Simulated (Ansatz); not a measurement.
The starting structures come from a database of crystals and need not be the phases stable at ambient conditions.

The decay constant κ of evanescent states in the gap governs leakage through a thin film.

Data:

```yaml
crystal:
  lattice:
    - [3.68318, 0.00000, 0.00000]
    - [-1.84159, 3.18973, 0.00000]
    - [1.84159, 1.06324, 3.00730]
  atoms:
    - { symbol: Mg, position: [0.00000, 0.00000, 0.00000] }
    - { symbol: S, position: [0.00000, 0.50000, 0.50000] }
```

The cell is taken as given; by LDA it stands under a pressure of -3.5 GPa.

Transport runs along the normal of the first two printed cell vectors, the (111) plane of the conventional cell.

The gap is the functional's own, uncorrected, and κ follows it; spin-orbit coupling is left out. Mid-gap means the computed energy nearest the middle.

### Question
Estimate the band gap and the smallest decay constant κ at mid-gap that LDA (Ansatz, a program for electronic structure) returns for this system.

### Answer
Gap 2.55 eV on a 12×12×12 mesh; κ = 0.195 1/Å, at the zone centre.
